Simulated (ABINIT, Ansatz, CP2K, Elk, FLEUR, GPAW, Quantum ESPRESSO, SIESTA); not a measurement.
## PtAl2 (Fm-3m, 3 atoms in the cell) computed with different codes at matched settings

Self-consistent single point, at a second geometry (lattice scaled by 0.98). First geometry:

```xyz
3
Lattice="0.0000 2.9441 2.9441 2.9441 0.0000 2.9441 2.9441 2.9441 0.0000" Properties=species:S:1:pos:R:3 pbc="T T T"
Al     1.4720     1.4720     1.4720
Al     4.4161     4.4161     4.4161
Pt     0.0000     0.0000     0.0000
```

Shared settings, as Ansatz (a first-principles code) writes them: kpoints.mp_grid.grid = 8 8 8; scf.occupations.method = fermi_dirac; scf.occupations.width = 0.136 eV. Potentials and cutoffs stand in the table.

| code | model | ΔF from the first geometry (meV/atom) | pressure (GPa) | cutoff |
|---|---|---|---|---|
| CP2K | PBE, GPW, DZVP-MOLOPT-SR-GTH basis, GTH-PBE potentials (GTH_POTENTIALS) | 55.5 | 14.21 | grid 500 Ry |
| ABINIT | PBE, PAW (JTH v2.0 PBE PAW) | 55.5 | 14.19 | 571 eV |
| Elk | PBE, all-electron FP-LAPW, Elk's shipped species files, LAPW+lo basis | 57.9 | – | rgkmax 8 |
| SIESTA | GGA PBE, numerical atomic orbitals DZP, PseudoDojo PBE standard norm-conserving potentials (rewritten from UPF to PSML) | 61.1 | 15.27 | grid 300 Ry |
| GPAW | PBE, GPAW PAW datasets PBE (gpaw-data 1.0.1) | 59.2 | 14.85 | 550 eV |
| Quantum ESPRESSO | PBE, PSlibrary ultrasoft (PBE) pseudopotentials | 58.8 | 14.81 | 45 Ry |
| FLEUR | PBE, all-electron FLAPW (FLEUR), scalar-relativistic valence | 57.6 | – | Kmax 4.5 1/bohr |
| Ansatz | PBE, default PAW files | 56.0 | 14.24 | default |

A dash marks a value that a program does not give, or that is left out as unsure.

On Ansatz's run: spin-orbit coupling is off. Spin polarisation is off.

The spread over the programs that give each value: ΔF from the first geometry within 5.6 meV/atom; pressure within 1.08 GPa.

CP2K and SIESTA use small atom-centred bases, whose incompleteness enters pressures, forces and empty levels differently from a plane-wave cutoff. Elk and FLEUR treat all electrons, but the usual bases taken here (sphere radii, linearisation, local orbitals, empty states) were not tested for convergence, so the values are no reference for the others. Ansatz's pressure is given at a fixed set of plane waves, as the other plane-wave codes print theirs; with its correction for the finite basis it is 14.31 GPa.

The starting cell has typed, rounded lattice constants, without a prior relaxation at this level. Its lattice was rescaled by a random factor within 2.5 % of one. For this run, on top of that: lattice scaled by 0.98.

Keys are those of Ansatz 0.2.
